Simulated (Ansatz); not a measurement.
Defect migration in silicon: interstitial P, charge state -1. Method: PBE, PAW (plane waves to 420 eV; Ansatz, a program for electronic structure).

Cell of 216 host sites held at the relaxed PBE lattice; one k-point at (0.250, 0.250, 0.250); Fermi-Dirac width 0.01 eV, spin-restricted; finite-size errors left in. Energies are static. The charge state is imposed; whether it is stable for some Fermi level was not computed. Sites that were not tried may lie lower.

Barriers: single points on a 2×2×2 k-point mesh shifted by half a step at the bands' geometries.

The step: P moves alone to another site. Atoms about the jump, Cartesian Å from the middle of the jump, before and after:

```json
[
 {"atom": "P1", "x0": "-0.01", "y0": "0.42", "z0": "0.42", "x1": "0.01", "y1": "-0.42", "z1": "-0.42"},
 {"atom": "Si2", "x0": "1.91", "y0": "-0.60", "z0": "0.60", "x1": "1.92", "y1": "-0.62", "z1": "0.61"},
 {"atom": "Si3", "x0": "-0.19", "y0": "1.44", "z0": "-1.51", "x1": "-0.19", "y1": "1.49", "z1": "-1.47"},
 {"atom": "Si4", "x0": "0.21", "y0": "-1.78", "z0": "1.74", "x1": "0.21", "y1": "-1.76", "z1": "1.77"},
 {"atom": "Si5", "x0": "-1.32", "y0": "-0.25", "z0": "-2.64", "x1": "-1.35", "y1": "-0.19", "z1": "-2.65"},
 {"atom": "Si6", "x0": "-1.34", "y0": "2.62", "z0": "0.19", "x1": "-1.31", "y1": "2.61", "z1": "0.22"},
 {"atom": "Si7", "x0": "-2.53", "y0": "-1.59", "z0": "-1.10", "x1": "-2.56", "y1": "-1.60", "z1": "-1.13"},
 {"atom": "Si8", "x0": "-2.55", "y0": "1.12", "z0": "1.59", "x1": "-2.53", "y1": "1.08", "z1": "1.57"},
 {"atom": "Si9", "x0": "-1.18", "y0": "-2.99", "z0": "0.26", "x1": "-1.19", "y1": "-2.97", "z1": "0.27"},
 {"atom": "Si10", "x0": "-1.19", "y0": "-0.28", "z0": "2.96", "x1": "-1.18", "y1": "-0.28", "z1": "2.98"}
]
```

Question: Give the saddle-point geometry and the barrier.

Answer: 
```csv
atom,x,y,z
P1,-0.15,-0.01,-0.04
Si2,1.83,-0.57,0.58
Si3,-0.20,1.56,-1.59
Si4,0.23,-1.82,1.81
Si5,-1.34,-0.19,-2.64
Si6,-1.32,2.60,0.18
Si7,-2.53,-1.59,-1.11
Si8,-2.52,1.09,1.58
Si9,-1.17,-2.97,0.28
Si10,-1.17,-0.29,2.97
```
It lies 0.085 eV above the start and 0.085 eV above the end. The program found a first-order saddle point.
